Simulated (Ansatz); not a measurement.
A zone-centre phonon calculation of LuCd (Pm-3m, 2 atoms in the cell) with Ansatz (an electronic-structure program).

Method of the run: LDA (PW92), default PAW files made with PBE (plane waves; Ansatz).

```yaml
crystal:
  lattice:
    - [3.62278, 0.00000, 0.00000]
    - [0.00000, 3.62278, 0.00000]
    - [0.00000, 0.00000, 3.62278]
  atoms:
    - { symbol: Lu, position: [0.50000, 0.50000, 0.50000] }
    - { symbol: Cd, position: [0.00000, 0.00000, 0.00000] }
```

Reference input (self-consistent single point, DFT, LDA (PW92), plane waves, default PAW files made with PBE): basis.ecutwfc = 420 eV; kpoints.mp_grid.grid = 9 9 9; hamiltonian.xc = lda; hamiltonian.pseudopotentials = {kind: paw} (the program's default PAW files); scf.occupations.method = fermi_dirac; scf.occupations.width = 0.1 eV. This run's input differs from it in these lines:

Ansatz 0.2 input:
```diff
@@ -11,3 +11,3 @@
 kpoints:
-  mp_grid: { grid: [9, 9, 9] }
+  mp_grid: { grid: [21, 21, 21] }
 hamiltonian:
@@ -17,6 +17,4 @@
   occupations: { method: fermi_dirac, width: 0.1 }
-output:
-  forces: true
-  eigenvalues: true
-  stress: true
+phonons:
+  method: dfpt
```

The program printed (abridged):

```
SCF iter   1: F=—  HF=-22611.510371 eV  |F-HF|=—  |Δ(HF+E_count)|=         —  Δρ=7.34e-3  dr2=1.73e-2  ethr=1.77e-3  ⟨swp⟩=5.2  Hψ=98011  notcnv=0
all-band conjugate gradients solve this SCF's bands
preconditioner: auto → Kerker (q_TF=auto, 2.703 Å⁻¹)
SCF iter   2: F=—  HF=-22611.504535 eV  |F-HF|=—  |Δ(HF+E_count)|=   5.84e-3  Δρ=2.66e-3  dr2=1.81e-3  ethr=3.84e-5  ⟨swp⟩=2.4  Hψ=43591  notcnv=0
   [... lines left out ...]
SCF iter   7: F=—  HF=-22611.504302 eV  |F-HF|=—  |Δ(HF+E_count)|=   9.13e-6  Δρ=7.62e-6  dr2=9.97e-9  ethr=1.50e-9  ⟨swp⟩=2.2  Hψ=35773  notcnv=0
SCF iter   8: F=—  HF=-22611.504302 eV  |F-HF|=—  |Δ(HF+E_count)|=   8.22e-9  Δρ=5.19e-6  dr2=7.16e-9  ethr=2.22e-11  ⟨swp⟩=3.1  Hψ=48662  notcnv=0
SCF iter   9: F=—  HF=-22611.504302 eV  |F-HF|=—  |Δ(HF+E_count)|=   2.16e-9  Δρ=5.13e-7  dr2=8.79e-11  ethr=1.59e-11  ⟨swp⟩=2.9  Hψ=39594  notcnv=0
SCF iter  10: F=-22611.504302 eV  HF=-22611.504302 eV  |F-HF|=7.28e-12  |Δ(HF+E_count)|=  9.82e-11  Δρ=9.09e-8  dr2=2.76e-12  ethr=1.00e-12  ⟨swp⟩=9.2  Hψ=147898  notcnv=0
SCF 1 converged in 10 iterations: F = -22611.504302 eV  dr2 = 2.76e-12
DFPT response loops at Γ: preconditioner auto → Kerker (q_TF=auto, 2.703 Å⁻¹) (partly filled bands, converged f_vac=0.000) …
the response loops of the zone centre start from zero, take more passes and end by a threshold …
Free energy (F): -22611.504302 eV
Internal energy: -22611.451514 eV  (E = F + TS)
E sigma→0 (E₀):  -22611.477908 eV
Entropy (-TS):   -0.052787 eV (-26.394 meV/atom)
Fermi energy:    14.924416 eV
   [... lines left out ...]
  ASR residual: 4.055e-4 → 0.000e0 eV/Å²; symmetrization residual: 6.175e-5 eV/Å²
  ASR residual per site (eV/Å²): 4.05e-4 1.48e-4
  Γ frequencies (cm⁻¹): 0.00 0.00 0.00 106.90 106.90 106.90
  non-analytic LO–TO correction: not included (Born effective charges unavailable; polar crystals: no LO–TO splitting at Γ)
```

The run converged in 10 iterations. 

Summary of the result:
Free energy E − TS (on the zero of these files): -22611.5043 eV
Fermi level (on the code's own zero): 14.92 eV
Zone-centre frequencies (cm⁻¹; negative means imaginary): 0, 0, 0, 107, 107, 107

The starting cell comes from a database of computed structures (which also holds hypothetical and non-ambient phases and stackings), without a prior relaxation at this level. Its lattice was rescaled by up to half a per cent.

Cost on one core of a shared machine: roughly 10 min.
